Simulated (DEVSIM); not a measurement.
Structure: Ni/SiO2/n-Si capacitor, at 300 K.

```tsv
layer (left to right)	material	thickness (nm)	Nd (cm⁻³)
1	SiO2	13.0	-
2	Si	7200	3.2e14
```

Metal gate on the left, work function 5.1 eV. Fixed charge at the semiconductor interface -1.2e11 cm⁻² (in units of +e); interface traps 4.7e10 cm⁻² eV⁻¹, uniform in energy, neutral level at 0.5 of the gap above the valence band.

This is a model device: material constants are rounded textbook-type values typed into the input, and sizes, dopings and lifetimes were drawn at random. Values at 300 K.

```
parameter      SiO2       Si
-------------  ----  -------
gap (eV)          9    1.124
affinity (eV)   0.9     4.05
permittivity    3.9     11.7
Nc (cm⁻³)         -  2.86e19
Nv (cm⁻³)         -   3.1e19
```

Simulated with DEVSIM: 1D Poisson equation in equilibrium, Boltzmann statistics, complete ionisation; no quantum confinement or tunnelling. Metal contacts follow the ideal Schottky-Mott rule: no Fermi-level pinning, no interface dipoles.

Task: Tabulate band edges, carrier densities and field at 0.4 V on the gate.

Result: Energies count from the Fermi level of the right contact; mesh points crowd at the junctions.

```json
[
 {"x (μm)": "0.000", "Ec (eV)": "3.800", "Ev (eV)": "-5.200", "n (cm⁻³)": "< 1e2", "p (cm⁻³)": "< 1e2", "field (V/cm)": "35000"},
 {"x (μm)": "0.001503", "Ec (eV)": "3.805", "Ev (eV)": "-5.195", "n (cm⁻³)": "< 1e2", "p (cm⁻³)": "< 1e2", "field (V/cm)": "35000"},
 {"x (μm)": "0.004593", "Ec (eV)": "3.816", "Ev (eV)": "-5.184", "n (cm⁻³)": "< 1e2", "p (cm⁻³)": "< 1e2", "field (V/cm)": "35000"},
 {"x (μm)": "0.009339", "Ec (eV)": "3.832", "Ev (eV)": "-5.168", "n (cm⁻³)": "< 1e2", "p (cm⁻³)": "< 1e2", "field (V/cm)": "35000"},
 {"x (μm)": "0.01250", "Ec (eV)": "3.843", "Ev (eV)": "-5.157", "n (cm⁻³)": "< 1e2", "p (cm⁻³)": "< 1e2", "field (V/cm)": "35000"},
 {"x (μm)": "0.01377", "Ec (eV)": "0.694", "Ev (eV)": "-0.430", "n (cm⁻³)": "6.2e7", "p (cm⁻³)": "1.9e12", "field (V/cm)": "-6100"},
 {"x (μm)": "0.01650", "Ec (eV)": "0.693", "Ev (eV)": "-0.431", "n (cm⁻³)": "6.6e7", "p (cm⁻³)": "1.8e12", "field (V/cm)": "-6100"},
 {"x (μm)": "0.02709", "Ec (eV)": "0.686", "Ev (eV)": "-0.438", "n (cm⁻³)": "8.5e7", "p (cm⁻³)": "1.4e12", "field (V/cm)": "-6000"},
 {"x (μm)": "0.04864", "Ec (eV)": "0.673", "Ev (eV)": "-0.451", "n (cm⁻³)": "1.4e8", "p (cm⁻³)": "8.4e11", "field (V/cm)": "-5900"},
 {"x (μm)": "0.1007", "Ec (eV)": "0.643", "Ev (eV)": "-0.481", "n (cm⁻³)": "4.4e8", "p (cm⁻³)": "2.6e11", "field (V/cm)": "-5700"},
 {"x (μm)": "0.2263", "Ec (eV)": "0.576", "Ev (eV)": "-0.548", "n (cm⁻³)": "6.0e9", "p (cm⁻³)": "2.0e10", "field (V/cm)": "-5000"},
 {"x (μm)": "0.7139", "Ec (eV)": "0.390", "Ev (eV)": "-0.734", "n (cm⁻³)": "8.1e12", "p (cm⁻³)": "1.4e7", "field (V/cm)": "-2600"},
 {"x (μm)": "1.706", "Ec (eV)": "0.297", "Ev (eV)": "-0.827", "n (cm⁻³)": "2.9e14", "p (cm⁻³)": "400000", "field (V/cm)": "-97"},
 {"x (μm)": "3.961", "Ec (eV)": "0.295", "Ev (eV)": "-0.829", "n (cm⁻³)": "3.2e14", "p (cm⁻³)": "360000", "field (V/cm)": "≈ 0"},
 {"x (μm)": "6.221", "Ec (eV)": "0.295", "Ev (eV)": "-0.829", "n (cm⁻³)": "3.2e14", "p (cm⁻³)": "360000", "field (V/cm)": "≈ 0"},
 {"x (μm)": "6.803", "Ec (eV)": "0.295", "Ev (eV)": "-0.829", "n (cm⁻³)": "3.2e14", "p (cm⁻³)": "360000", "field (V/cm)": "≈ 0"},
 {"x (μm)": "7.044", "Ec (eV)": "0.295", "Ev (eV)": "-0.829", "n (cm⁻³)": "3.2e14", "p (cm⁻³)": "360000", "field (V/cm)": "≈ 0"},
 {"x (μm)": "7.144", "Ec (eV)": "0.295", "Ev (eV)": "-0.829", "n (cm⁻³)": "3.2e14", "p (cm⁻³)": "360000", "field (V/cm)": "≈ 0"},
 {"x (μm)": "7.193", "Ec (eV)": "0.295", "Ev (eV)": "-0.829", "n (cm⁻³)": "3.2e14", "p (cm⁻³)": "360000", "field (V/cm)": "≈ 0"},
 {"x (μm)": "7.205", "Ec (eV)": "0.295", "Ev (eV)": "-0.829", "n (cm⁻³)": "3.2e14", "p (cm⁻³)": "360000", "field (V/cm)": "≈ 0"},
 {"x (μm)": "7.210", "Ec (eV)": "0.295", "Ev (eV)": "-0.829", "n (cm⁻³)": "3.2e14", "p (cm⁻³)": "360000", "field (V/cm)": "≈ 0"},
 {"x (μm)": "7.213", "Ec (eV)": "0.295", "Ev (eV)": "-0.829", "n (cm⁻³)": "3.2e14", "p (cm⁻³)": "360000", "field (V/cm)": "≈ 0"}
]
```
